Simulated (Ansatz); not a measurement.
V_Zn in zinc-blende ZnS

The numbers are results of PBE, PAW (plane waves to 420 eV; Ansatz, a first-principles code), not measurements. A supercell of 64 sites (2×2×2 repeats of a cell of 8 atoms) was used; the energies come from a 2×2×2 shifted sampling of its zone. Site at the start: the Zn site. Charged cells carry a point-charge image correction with potential alignment at far atoms. Dielectric constants: PBE linear response of the host. Host gap at this level: 2.01 eV. These values are not converged in cell size to better than tenths of an eV. PBE underestimates the host's gap, which shifts levels and can delocalise carriers. Spin–orbit coupling is left out. Each state is the lowest found from its start.

Formation energies E_f are given with the Fermi level at the valence-band maximum. Chemical conditions: S-rich (Δμ(Zn) = -1.65 eV; only phases computed here count, gases as isolated molecules at 0 K); Zn-rich (Δμ(Zn) = 0.00 eV; only phases computed here count, gases as isolated molecules at 0 K). Reference phases: Zn: hcp Zn.

Charges with a result: +1, 0, −1, −2. Others weren't obtained, and one of them could lie lower, also by skipping a charge.

| charge | moment (μB) | largest move off a lattice site (Å) | image correction with alignment (eV) | E_f, S-rich (eV) | E_f, Zn-rich (eV) | above the lowest spin state (eV) |
|---|---|---|---|---|---|---|
| +1* | 1.0 | 0.06 | – | – | – | 0.00 |
| +1* | 1.0 | 0.06 | – | – | – | 0.00 |
| 0† | 2.0 | 0.06 | 0.00 | 2.47 | 4.12 | 0.00 |
| 0* | not spin-polarised | 0.07 | – | – | – | 0.05 |
| −1† | 1.0 | 0.08 | 0.42 | – | – | 0.00 |
| −1† | 1.0 | 0.08 | 0.42 | – | – | 0.00 |
| −2 | not spin-polarised | 0.10 | 1.11 | 3.30 | 4.95 | 0.00 |

* At this level the carrier isn't localised at the defect: at charge +1 holes occupy the valence band. Such a state is shallow or no state of the defect, and this cell gives it no level.

† Not settled in this cell, so no level is given: charge 0: a level filled in part, carriers not clearly localised; charge −1: a level filled in part, carriers not clearly localised.

Starting moments that weren't kept: charge +1 began with 3 μB and ended with 1.0; charge −1 began with 3 μB and ended with 1.0.

Flagged in the runs: a doubtful potential alignment.

All states together cost around 2.9 core-hours (rough).
